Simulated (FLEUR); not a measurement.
Input and output of a self-consistent single point for CaSnF₄ (P4/mmm, 6 atoms in the cell) (FLEUR).

Method: LDA (Perdew-Zunger), all-electron FLAPW (FLEUR), scalar-relativistic valence.

The change in words: lattice scaled by 0.98. Reference geometry:
```
CaSnF4
1.0
    4.00455     0.00000     0.00000
    0.00000     4.00455     0.00000
    0.00000     0.00000     5.78047
Ca Sn F
1 1 4
Cartesian
  0.00000   0.00000   2.89024
  2.00228   2.00228   0.00000
  2.00228   0.00000   1.53610
  2.00228   0.00000   4.24437
  0.00000   2.00228   1.53610
  0.00000   2.00228   4.24437
```

Reference input (self-consistent single point, DFT, LDA (Perdew-Zunger), all-electron FLAPW (FLEUR), scalar-relativistic valence): Kmax = 3.9 1/bohr; GmaxXC = 15.6 1/bohr; xcFunctional = pz; jspins = 1; l_soc = F; mode = hist; fermiSmearingEnergy = 0.00036749 Htr; mesh (inpgen div1-3) = 8 8 5; inpgen gamma flag = true; Gmax = 15.6 1/bohr; numbands = 0; maxIterBroyd = 40. This run's input differs from it in these lines:

```diff
@@ -3,5 +3,5 @@
 &input film=f /
-4.0045500000 0.0000000000 0.0000000000
-0.0000000000 4.0045500000 0.0000000000
-0.0000000000 0.0000000000 5.7804700000
+3.9244590000 0.0000000000 0.0000000000
+0.0000000000 3.9244590000 0.0000000000
+0.0000000000 0.0000000000 5.6648610000
 1.8897261246
@@ -48,5 +48,5 @@
          <bravaisMatrix>
-            <row-1>    7.5675027522669298     0.0000000000000000     0.0000000000000000</row-1>
-            <row-2>    0.0000000000000000     7.5675027522669298     0.0000000000000000</row-2>
-            <row-3>    0.0000000000000000     0.0000000000000000    10.9235051714665623</row-3>
+            <row-1>    7.4161526972215910     0.0000000000000000     0.0000000000000000</row-1>
+            <row-2>    0.0000000000000000     7.4161526972215910     0.0000000000000000</row-2>
+            <row-3>    0.0000000000000000     0.0000000000000000    10.7050358239276804</row-3>
          </bravaisMatrix>
```

Log, with long lists cut:

```
 Iteration:     1   Distance:      12.62158356 me/bohr^3
 Iteration:     2   Distance:      10.86930573 me/bohr^3
 Iteration:     3   Distance:       5.34559439 me/bohr^3
 Iteration:     4   Distance:       5.53379982 me/bohr^3
 Iteration:     5   Distance:       2.12274719 me/bohr^3
   [... 8 lines left out ...]
 Iteration:    14   Distance:       0.00059630 me/bohr^3
 Iteration:    15   Distance:       0.00007996 me/bohr^3
 Iteration:    16   Distance:       0.00004732 me/bohr^3
 Iteration:    17   Distance:       0.00000529 me/bohr^3
 Reset of history
 Run finished successfully
 Stop message:
   Structural relaxation: new displacements generated

[file out, last iteration]
             iter=     18
[...]
          total density-effective poten   -1.1898996305E+04
          total charge density-energy d   -2.3383288741E+02
 Updated energy parameters for spin:           1
[...]
 fermi energy and band-weighting factors:

[...]
FERMIE:
          first approx. to ef    (T=0)  :   0.128880 htr   (energy of the highest occ. eigenvalue)
          number of occ. states  (T=0)  :       1170
          first approx. to seigv (T=0)  : -17.674139 htr
          sum of weights of occ. states :  26.000000
          sum of semicore charge        :   0.000000 e
FERHIS:  Fermi-Energy by histogram:
          bandgap                     :   0.127862 htr
   [... lines left out ...]
          charge neutrality (T=0)     :   0.000000    (zero if the highest occ. eigenvalue is "entirely" occupied)
 Direct bandgap for spin            1 :   0.13991221072276405       Htr
 ---->    free energy=                     -7250.2734204712 htr
   [... lines left out ...]
 TOTAL FORCE FOR ATOM TYPE=  1  X=  0.000   Y=  0.000   Z=  5.353
                       FX_TOT= 0.000000 FY_TOT= 0.000000 FZ_TOT= 0.000000
 TOTAL FORCE FOR ATOM TYPE=  2  X=  3.708   Y=  3.708   Z=  0.000
                       FX_TOT= 0.000000 FY_TOT= 0.000000 FZ_TOT= 0.000000
 TOTAL FORCE FOR ATOM TYPE=  3  X=  3.708   Y=  0.000   Z=  2.845
                       FX_TOT= 0.000000 FY_TOT= 0.000000 FZ_TOT=-0.000628
```

The run converged in 17 iterations. FLEUR gives forces in its relaxation mode, with a further iteration, so its stop message speaks of a relaxation. Against the reference run the free energy falls by 32.5 meV/atom, the largest force goes from 0.083 to 0.032 eV/Å and the gap on the mesh goes from 3.589 to 3.479 eV.

The starting cell comes from a database of computed structures (which also holds hypothetical and non-ambient phases and stackings), without a prior relaxation at this level. For this run, on top of that: lattice scaled by 0.98. Values depend on the basis (sphere radii, cutoffs, local orbitals), which need not be converged.

Cost on one core of a shared machine: roughly 4 min.
